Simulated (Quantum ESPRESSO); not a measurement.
## Equation of state of wurtzite ZnO (space group 186): energy against volume (Quantum ESPRESSO, LDA)

```xyz
4
Lattice="3.1236 0.0000 0.0000 -1.5618 2.7051 0.0000 0.0000 0.0000 5.0074" Properties=species:S:1:pos:R:3 pbc="T T T"
Zn     0.0000     1.8034     0.0000
Zn     1.5618     0.9017     2.5037
O      0.0000     1.8034     1.9128
O      1.5618     0.9017     4.4165
```

Level of theory: LDA (PZ), GBRV 1.5 ultrasoft (LDA) pseudopotentials (plane waves; Quantum ESPRESSO). Settings: ecutwfc = 65 Ry; ecutrho = 325 Ry; occupations = smearing; smearing = fermi-dirac; degauss = 0.000734986 Ry; potentials = {Zn: zn_lda_v1.uspp.F.UPF, O: o_lda_v1.2.uspp.F.UPF}; K_POINTS = automatic 12 12 7 0 0 0; conv_thr = 1e-10 Ry. The cell above is the first row's. The rows scale it uniformly. In all rows fractional positions and the k mesh are held. E is the free energy at the stated smearing, counted from the lowest row.

| V (Å^3/atom) | E (meV/atom) |
|---|---|
| 10.578 | ? |
| 10.808 | 17.46 |
| 11.038 | 6.27 |
| 11.268 | 0.64 |
| 11.497 | 0.00 |
| 11.727 | 3.84 |
| 11.957 | 11.72 |
| 12.187 | 23.18 |
| 12.417 | 37.82 |

Problem. Fit E against V with the third-order Birch-Murnaghan form, a cubic in V^(-2/3), and predict the withheld value at V = 10.578.

Solution. With u = V^(-2/3) - 0.195, the rows have u = 0.009567, 0.006716, 0.003961, 0.001311, -0.001265, -0.003757, -0.006171, -0.008510. Least squares gives E = 1.422 - 1508.56·u + 329009·u² + 415901·u³. Residuals (row less fit): -0.007, 0.014, 0.006, -0.011, -0.016, 0.008, 0.017, -0.010; standard error 0.017 (degrees of freedom: 4). Its minimum lies at u = 0.002283, so V0 = (0.197283)^(-3/2) = 11.41. There d²E/du² = 663700 and d³E/du³ = 2495000, so B0 = (4/9) × 11.41^(-7/3) × 663700 × 0.160218 = 161 GPa (the last factor turns the table's units into GPa), and B0' = 4 + (2/3) × 0.197283 × (2495000)/663700 = 4.5. The program's pressures in the fitted runs (not shown) pass through zero at V = 11.40, 0.14 % from this V0. At the withheld row, u = 0.012522, so E = 1.422 - 1508.56 × 0.012522 + 329009 × 0.012522² + 415901 × 0.012522³ = 34.937 meV/atom. The calculation gives 34.90 meV/atom, 0.037 meV/atom below the prediction (0.1 % of the range of E in the table). The row lies outside the fitted rows, so this is an extrapolation. From the scatter of the fitted rows alone, a prediction at this place has a standard error of 0.049 meV/atom, so the miss is 0.7 times that.

Carrying the step between the two nearest rows on in a straight line would have given 28.65, off by 6.25; series whose last step already gives the withheld value aren't shown. The scan was laid around a cell of about the measured size, scaled by a guess for this functional; axis ratios and inner coordinates come from that cell. The runs keep the symmetry of the cell, so they don't test it for distortions. The shape of the cell and the inner coordinates aren't relaxed, so V0 and B0 belong to this uniform scaling; a relaxed crystal lies no higher in energy and is usually softer (forces reach 0.06 eV/Å in these rows). Cutoffs and mesh are single choices, not tested for convergence of this quantity. Series with a scatter that would blur these digits, or in which a gap closes, are not shown. Nor are scans whose minimum lies at an end fitted in this form.
